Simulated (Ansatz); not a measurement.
Start from Pt in the fcc (Cu type) structure (space group Fm-3m, No. 225; a = 3.8954 Å; relaxed with 0.1 eV smearing). Axes: x, y, z lie along the cube axes.

Level of theory: LDA, PAW, 420 eV (Ansatz, an electronic-structure program; no spin-orbit coupling).

Strains are applied to the cell and any free atomic positions relax; under biaxial strain the out-of-plane vector relaxes too.

One change was made to it. Results:

```json
[
 {"quantity": "energy relative to the base (free energy F)", "base": "0 meV/atom", "after": "+18 meV/atom"},
 {"quantity": "shortest interatomic distance", "base": "2.754 Å", "after": "2.738 Å"},
 {"quantity": "pressure (mean of the normal stresses, compression positive)", "base": "0.0 GPa", "after": "-3.9 GPa"}
]
```

Problem. What was done to the base?
A. biaxial strain −1.00 %, plane normal [001], relaxed out of plane
B. biaxial strain +3.00 %, plane normal [001], relaxed out of plane
C. biaxial strain −2.00 %, plane normal [001], relaxed out of plane
D. biaxial strain +2.50 %, plane normal [001], relaxed out of plane

Solution. B, biaxial strain +3.00 %, plane normal [001], relaxed out of plane. For comparison, the energy relative to the base in the other runs: biaxial strain −2.00 %, plane normal [001], relaxed out of plane gives +12 meV/atom; biaxial strain +2.50 %, plane normal [001], relaxed out of plane gives +13 meV/atom; biaxial strain −1.00 %, plane normal [001], relaxed out of plane gives +2.7 meV/atom.

Stability against distortions was not tested. All final runs are without spin polarisation.
